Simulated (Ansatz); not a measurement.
Base system: BaTe in the rock salt structure (space group Fm-3m, No. 225; a = 7.064 Å).

Level of theory: PBE (Ansatz, an electronic-structure program; PAW; 420 eV plane waves; no SOC).

Before the change:

The smallest direct gap comes out as 2.01 eV. The electron mass is 1.3 mₑ along k, 0.28 mₑ across (at X) and the band gap is 1.66 eV.

Now apply this change: the cell is scaled by 1.0300 in all directions, atoms relaxed at fixed cell.

Predict the new smallest direct gap, electron mass, band gap and energy relative to the base.

The smallest direct gap rises by 0.14 eV, from 2.01 eV to 2.15 eV; the electron mass goes from 1.3 mₑ along k, 0.28 mₑ across (at X) to 1.4 mₑ along k, 0.31 mₑ across (at X); the band gap goes up by 0.14 eV (1.66 eV → 1.80 eV); the energy increases by 29 meV/atom.

Spin-orbit coupling, missing from the scalar runs, can matter with Te. The cells carry an imposed strain or load. Masses are band curvatures over ±0.01 Å⁻¹ around the edge. Along k means along the line from Γ to the band edge. Whether these cells are dynamically stable was not tested.
